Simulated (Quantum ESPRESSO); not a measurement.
**Pressure against volume in fcc Al (space group 225) (Quantum ESPRESSO, PBEsol)**

```
CELL_PARAMETERS angstrom
      0.00000     1.96620     1.96620
      1.96620     0.00000     1.96620
      1.96620     1.96620     0.00000
ATOMIC_POSITIONS crystal
  Al 0.00000 0.00000 0.00000
```

Computed with PBEsol, GBRV 1.5 ultrasoft (PBESOL) pseudopotentials (plane waves; Quantum ESPRESSO). Settings: ecutwfc = 52 Ry; ecutrho = 260 Ry; occupations = smearing; smearing = fd; degauss = 0.0036749 Ry; potentials = {Al: al_pbesol_v1.uspp.F.UPF}; K_POINTS = automatic 25 25 25 0 0 0; conv_thr = 1e-10 Ry. The cell above is the first row's. The rows scale it uniformly. In all rows the k mesh is held.

| V (Å^3/atom) | P (GPa) |
|---|---|
| 15.203 | 5.77 |
| 15.533 | 3.57 |
| 15.863 | 1.60 |
| 16.194 | -0.17 |
| 16.524 | -1.75 |
| 16.855 | -3.15 |
| 17.185 | -4.40 |
| 17.516 | -5.51 |
| 17.846 | ? |

Question: Using a cubic, estimate the missing P at V = 17.846 from the other rows, showing the fit.

Answer: With u = V - 16.4, the rows have u = -1.1970, -0.8670, -0.5370, -0.2060, 0.1240, 0.4550, 0.7850, 1.1160. Least squares gives P = -1.176 - 4.7021·u + 0.8230·u² - 0.0804·u³. Residuals (row less fit): 0.000, -0.002, 0.001, 0.002, -0.003, 0.003, -0.001, 0.000; standard error 0.003 (degrees of freedom: 4). The fitted pressure is zero at V0 = 16.16, where dP/dV = -5.111, so B0 = -V0·dP/dV = 82.6 GPa. At the withheld row, u = 1.4460, so P = -1.176 - 4.7021 × 1.4460 + 0.8230 × 1.4460² - 0.0804 × 1.4460³ = -6.497 GPa. The calculation gives -6.49 GPa, 0.007 GPa above the prediction (0.1 % of the range of P in the table). The row lies outside the fitted rows, so this is an extrapolation. From the scatter of the fitted rows alone, a prediction at this place has a standard error of 0.007 GPa, so the miss is 1.0 times that.

Carrying the step between the two nearest rows on in a straight line would have given -6.62, off by 0.13; series whose last step already gives the withheld value aren't shown. The scan was laid around a cell of about the measured size, scaled by a guess for this functional. Cutoffs and mesh are single choices, not tested for convergence of this quantity. Series with a scatter that would blur these digits, or in which a gap closes, are not shown.
